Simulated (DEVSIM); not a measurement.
# abrupt GaP n-p junction

Structure: abrupt GaP n-p junction, at 250 K.

```tsv
layer (left to right)	material	thickness (μm)	Nd (cm⁻³)	Na (cm⁻³)	τn (s)	τp (s)
1	GaP	5.70	2.9e16	-	1.1e-6	1.1e-7
2	GaP	84.0	-	4.9e17	1.1e-6	1.1e-6
```

Left contact: ohmic. Right contact: ohmic. Voltage is applied to the left contact. Recombination: SRH at mid-gap, radiative. Mobility is μmin + (μ − μmin)/(1 + (N/Nref)^α).

The device is made up for the run: typed textbook-type constants, with dimensions and the other settings drawn at random. Values at 300 K; Nc and Nv go as T^1.5, mobilities as T to minus their exponent, the gap by Varshni's rule with the affinity fixed.

| parameter | GaP |
|---|---|
| gap (eV) | 2.26 |
| affinity (eV) | 3.8 |
| permittivity | 11.1 |
| Nc (cm⁻³) | 1.8e19 |
| Nv (cm⁻³) | 1.9e19 |
| μn (cm²/Vs) | 250 |
| μp (cm²/Vs) | 150 |
| μn,min | 10 |
| μp,min | 10 |
| Nref,n | 4.4e18 |
| Nref,p | 1e18 |
| αn | 0.8 |
| αp | 0.85 |
| T exponent of μn | 1.6 |
| T exponent of μp | 1.98 |
| B (cm³/s) | 1e-13 |
| Varshni α (eV/K) | 0.00058 |
| Varshni β (K) | 372 |

Model (solved in DEVSIM): 1D drift-diffusion, Boltzmann statistics, complete ionisation; no tunnelling, impact ionisation, image-force lowering or self-heating.

The potential step across the device at zero bias is 2.074 V. The largest field in the device at zero bias is 130000 V/cm and the dark forward voltage at 1 A/cm² comes out as 1.933 V. The dark forward voltage at 100 A/cm² is 2.123 V.

Dark forward current:

(V (V), J (A/cm²)): (-0.85, -1.2e-14); (-0.95, -1.3e-13); (-1.00, -4.2e-13); (-1.10, -4.6e-12); (-1.15, -1.5e-11); (-1.25, -1.6e-10); (-1.30, -5.5e-10); (-1.40, -6.1e-9); (-1.45, -2.1e-8); (-1.55, -2.6e-7); (-1.65, -5.0e-6); (-1.70, -3.2e-5); (-1.80, -0.0024); (-1.85, -0.024); (-1.95, -2.1); (-2.00, -12); (-2.10, -80); (-2.15, -130); (-2.25, -250); (-2.35, -410); (-2.40, -490); (-2.50, -700); (-2.55, -810); (-2.65, -1100); (-2.70, -1200); (-2.80, -1500); (-2.85, -1700); (-2.95, -2100)

Small-signal capacitance in reverse bias (quasi-static):

| V (V) | C (nF/cm²) |
|---|---|
| 0.4 | 29.8 |
| 1 | 26.7 |
| 2 | 23.1 |
| 3 | 20.7 |
| 4 | 18.9 |
| 6 | 16.4 |
| 8 | 14.7 |
| 10 | 13.4 |
| 13 | 12.0 |
| 16 | 10.9 |
| 20 | 9.89 |
